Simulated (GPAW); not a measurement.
**GPAW run on AlFe3C (Pm-3m, 5 atoms in the cell): self-consistent single point**

Level of theory: LDA (Perdew-Wang 92), GPAW PAW datasets LDA (gpaw-data 1.0.1) (plane waves; GPAW 25.7.0).

Input as run:

```python
from ase import Atoms
from ase.units import GPa
from gpaw import GPAW

atoms = Atoms(['Al', 'Fe', 'Fe', 'Fe', 'C'],
              cell=[[3.789780, 0.000000, 0.000000],
                    [0.000000, 3.789780, 0.000000],
                    [0.000000, 0.000000, 3.789780]],
              scaled_positions=[[0.000000, 0.000000, 0.000000],
                                [0.000000, 0.500000, 0.500000],
                                [0.500000, 0.000000, 0.500000],
                                [0.500000, 0.500000, 0.000000],
                                [0.500000, 0.500000, 0.500000]],
              pbc=True)

atoms.set_initial_magnetic_moments([0.0, 4.0, 4.0, 4.0, 0.0])

calc = GPAW(spinpol=True,
            mode={'name': 'pw', 'ecut': 950},
            xc='LDA',
            kpts=(7, 7, 7),
            occupations={'name': 'fermi-dirac', 'width': 0.1},
            nbands=-9,
            convergence={'density': 1e-05, 'energy': 1e-05},
            symmetry={'symmorphic': False, 'tolerance': 0.0005},
            maxiter=100,
            txt='-')

atoms.calc = calc

energy = atoms.get_potential_energy()
print('Energy (eV):', round(energy, 6))
forces = atoms.get_forces()
print('Forces (eV/Ang):')
print(forces.round(5))
stress = atoms.get_stress()
print('Stress (GPa, Voigt):', (stress / GPa).round(4))
```

Output, abridged:

```
Input parameters:
  convergence: {density: 1e-05,
                energy: 1e-05}
  kpts: [7 7 7]
  maxiter: 100
  mode: {ecut: 950,
         name: pw}
  nbands: -9
  occupations: {name: fermi-dirac,
                width: 0.1}
  spinpol: True
  symmetry: {symmorphic: False,
             tolerance: 0.0005}

species:
  Al:
    name: Aluminium
    Z: 13.0
    valence: 3
    core: 10
    charge: 0.0
    file: Al.LDA.gz

    # Using partial waves for Al as LCAO basis

  Fe:
    name: Iron
    Z: 26.0
    valence: 8
    core: 18
    charge: 0.0
    file: Fe.LDA.gz

    # Using partial waves for Fe as LCAO basis

  C:
    name: Carbon
    Z: 6.0
    valence: 4
    core: 2
    charge: 0.0
    file: C.LDA.gz

    # Using partial waves for C as LCAO basis

Reference energy: -111271.041957  # eV

Spin-polarized calculation.
Initial magnetic moment: 12.000000

Convergence criteria:
 Maximum [total energy] change in last 3 cyles: 1e-05 eV / valence electron
 Maximum integral of absolute [dens]ity change: 1e-05 electrons / valence electron
 Maximum integral of absolute [eigenst]ate change: 4e-08 eV^2 / valence electron
 Maximum number of scf [iter]ations: 100

Symmetries present (total): 48
Symmetries with fractional translations: 0
343 k-points: 7 x 7 x 7 Monkhorst-Pack grid
20 k-points in the irreducible part of the Brillouin zone
       k-points in crystal coordinates                weights
   0:     0.00000000    0.00000000    0.00000000          1/343
   1:     0.14285714    0.00000000    0.00000000          6/343
   2:     0.14285714    0.14285714    0.00000000         12/343
   [... 7 lines left out ...]
          ...
  19:     0.42857143    0.42857143    0.42857143          8/343

Wave functions: Plane wave expansion
  Cutoff energy: 950.000 eV
  Number of coefficients (min, max): 3591, 3695
  Pulay-stress correction: 0.000000 eV/Ang^3 (de/decut=0.000000)

Occupation numbers: Fermi-Dirac:
  width: 0.1000  # eV

Eigensolver

Densities:
  Coarse grid: 27*27*27 grid
  Fine grid: 54*54*54 grid
  Total Charge: 0.000000

Density mixing:
  Method: difference
  Backend: pulay
  Linear mixing parameter: 0.05
  old densities: 5
  Damping of long wavelength oscillations: 50

Hamiltonian:
  XC and Coulomb potentials evaluated on a 54*54*54 grid
  External potential:
    NoExternalPotential

Number of atoms: 5
Number of atomic orbitals: 35
Number of bands in calculation: 30
Number of valence electrons: 31
Bands to converge: occupied

Density initialized from atomic densities
  30 bands from LCAO basis set

Atomic positions and initial magnetic moments

Positions:
   0 Al     0.000000    0.000000    0.000000    ( 0.0000,  0.0000,  0.0000)
   1 Fe     0.000000    1.894890    1.894890    ( 0.0000,  0.0000,  4.0000)
   2 Fe     1.894890    0.000000    1.894890    ( 0.0000,  0.0000,  4.0000)
   3 Fe     1.894890    1.894890    0.000000    ( 0.0000,  0.0000,  4.0000)
   4 C      1.894890    1.894890    1.894890    ( 0.0000,  0.0000,  0.0000)

Unit cell:
           periodic     x           y           z      points  spacing
  1. axis:    yes    3.789780    0.000000    0.000000    27     0.1404
  2. axis:    yes    0.000000    3.789780    0.000000    27     0.1404
  3. axis:    yes    0.000000    0.000000    3.789780    27     0.1404

  Lengths:   3.789780   3.789780   3.789780
  Angles:   90.000000  90.000000  90.000000

Effective grid spacing dv^(1/3) = 0.1404

     iter     time        total  log10-change:  magmom
                         energy   eigst   dens
iter:   1 --:--:--   -45.145148                   +12.0250
iter:   2 --:--:--   -46.090925   -0.24  -1.14    +8.6119
iter:   3 --:--:--   -45.743269   -1.07  -1.23    +5.5696
iter:   4 --:--:--   -45.894491   -1.42  -1.53    +3.9493
iter:   5 --:--:--   -45.977143   -1.79  -1.64    +3.1533
iter:   6 --:--:--   -46.001540   -2.21  -1.85    +2.9382
iter:   7 --:--:--   -45.998537   -2.30  -1.98    +2.6389
iter:   8 --:--:--   -45.997901   -2.96  -2.17    +2.5871
iter:   9 --:--:--   -45.995997   -3.43  -2.29    +2.5690
iter:  10 --:--:--   -45.996328   -3.26  -2.43    +2.5618
iter:  11 --:--:--   -45.996142   -4.01  -3.19    +2.5661
iter:  12 --:--:--   -45.996439c  -4.27  -3.29    +2.5777
iter:  13 --:--:--   -45.996707   -4.48  -3.30    +2.5952
iter:  14 --:--:--   -45.996219   -4.68  -3.33    +2.5998
iter:  15 --:--:--   -45.996200   -5.01  -3.56    +2.5988
iter:  16 --:--:--   -45.996169c  -5.25  -3.67    +2.5976
iter:  17 --:--:--   -45.996193c  -5.48  -3.78    +2.5978
iter:  18 --:--:--   -45.996182c  -5.92  -4.08    +2.5978
iter:  19 --:--:--   -45.996187c  -6.11  -4.14    +2.5982
iter:  20 --:--:--   -45.996236c  -6.37  -4.18    +2.5995
iter:  21 --:--:--   -45.996222c  -6.47  -4.27    +2.5984
iter:  22 --:--:--   -45.996294c  -6.74  -4.25    +2.6024
iter:  23 --:--:--   -45.996318c  -6.92  -4.24    +2.6036
iter:  24 --:--:--   -45.996342c  -7.27  -4.32    +2.6047
iter:  25 --:--:--   -45.996360c  -7.40c -4.29    +2.6051
iter:  26 --:--:--   -45.996348c  -7.70c -4.17    +2.6045
iter:  27 --:--:--   -45.996335c  -7.44c -4.26    +2.6050
iter:  28 --:--:--   -45.996317c  -7.74c -4.40    +2.6048
iter:  29 --:--:--   -45.996330c  -7.31  -4.46    +2.6054
iter:  30 --:--:--   -45.996293c  -7.84c -4.57    +2.6039
iter:  31 --:--:--   -45.996284c  -7.72c -4.71    +2.6026
iter:  32 --:--:--   -45.996293c  -8.53c -4.75    +2.6032
iter:  33 --:--:--   -45.996292c  -8.59c -4.97    +2.6035
iter:  34 --:--:--   -45.996290c  -9.06c -5.40c   +2.6033

Converged after 34 iterations.

Dipole moment: (-0.000000, -0.000000, -0.000000) |e|*Ang

Total magnetic moment: (0.000000, 0.000000, 2.603316)
Local magnetic moments:
   0 Al ( 0.000000,  0.000000, -0.044215)
   1 Fe ( 0.000000,  0.000000,  0.918985)
   2 Fe ( 0.000000,  0.000000,  0.918985)
   3 Fe ( 0.000000,  0.000000,  0.918985)
   4 C  ( 0.000000,  0.000000, -0.045548)

Energy contributions relative to reference atoms: (reference = -111271.041957)

Kinetic:        +15.895022
Potential:      -13.304840
External:        +0.000000
XC:             -48.880365
Entropy (-ST):   -0.184769
Local:           +0.386278
SIC:             +0.000000
--------------------------
Free energy:    -46.088674
Extrapolated:   -45.996290

Spin contamination: 0.213589 electrons
Showing only first 2 kpts
                      Up                     Down
 Kpt  Band  Eigenvalues  Occupancy  Eigenvalues  Occupancy
  0    13      8.48998    0.99987      9.19210    0.87512
  0    14      8.48998    0.99987      9.19210    0.87512
  0    15      9.44821    0.35114     10.35030    0.00007
  0    16      9.44821    0.35114     10.35030    0.00007

  1    13      8.48093    0.99988      9.18093    0.88683
  1    14      8.49399    0.99987      9.19004    0.87736
  1    15      9.37712    0.52420     10.34966    0.00007
  1    16      9.44846    0.35057     10.35058    0.00007

Fermi level: 9.38680

No gap
No difference between direct/indirect transitions
Energy (eV): -45.99629

Forces in eV/Ang:
  0 Al    0.00000    0.00000    0.00000
  1 Fe    0.00000    0.00000    0.00000
  2 Fe    0.00000    0.00000    0.00000
  3 Fe    0.00000    0.00000    0.00000
  4 C     0.00000    0.00000    0.00000

Stress tensor:
     0.123928    -0.000000     0.000000
    -0.000000     0.123928     0.000000
     0.000000     0.000000     0.123928
Stress (GPa, Voigt): [19.8555 19.8555 19.8555  0.      0.     -0.    ]
```

The run converged in 34 iterations. GPAW prints stress with tension positive.

At such cutoffs GPAW's stress carries a finite-basis (Pulay) error, which enters relaxed cells too; its log prints stress with tension positive.

The starting cell comes from a database of computed structures (which also holds hypothetical and non-ambient phases and stackings), without a prior relaxation at this level. The moments shrank to a small part of their start, a low-spin state that need not be the lowest.

Cost on one core of a shared machine: roughly 2 min.
